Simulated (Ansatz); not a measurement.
**Hypothetical NiAs type SbAs: Sb → Te**

Base system: SbAs in the NiAs type structure (space group P6_3/mmc, No. 194; a = 3.975 Å, c = 7.342 Å; a hypothetical phase, not in the database extracts checked).

Perturbation: every Sb is replaced by Te, then cell and atoms are relaxed.

The values are results of PBE (Ansatz, a program for electronic structure), no spin-orbit coupling, not measurements. k-mesh 13×13×6 (Γ-centred); smearing 0.05 eV (Fermi–Dirac), for the changed cell.

Volume per atom: 26.37 Å³ (base 25.12 Å³)
Density: 6.38 g/cm³ (base 6.50 g/cm³)
Lattice parameter a: 4.028 Å (base 3.975 Å)
c/a ratio: 1.863 (base 1.847)
Space group: P6_3/mmc (No. 194) (base P6_3/mmc (No. 194))
Shortest interatomic distance: 2.988 Å (base 2.939 Å)
Band gap: zero (base zero)

Final structure:

```xyz
4
Lattice="4.0284 0.0000 0.0000 -2.0142 3.4887 0.0000 0.0000 0.0000 7.5054" Properties=species:S:1:pos:R:3 pbc="T T T"
As     0.0000     0.0000     0.0000
As     0.0000     0.0000     3.7527
Te     0.0000     2.3258     1.8764
Te     2.0142     1.1629     5.6291
```

No phonon test of stability was made. As relaxed here, TeAs is a hypothetical phase, not in the database extracts checked. All final runs are without spin polarisation.
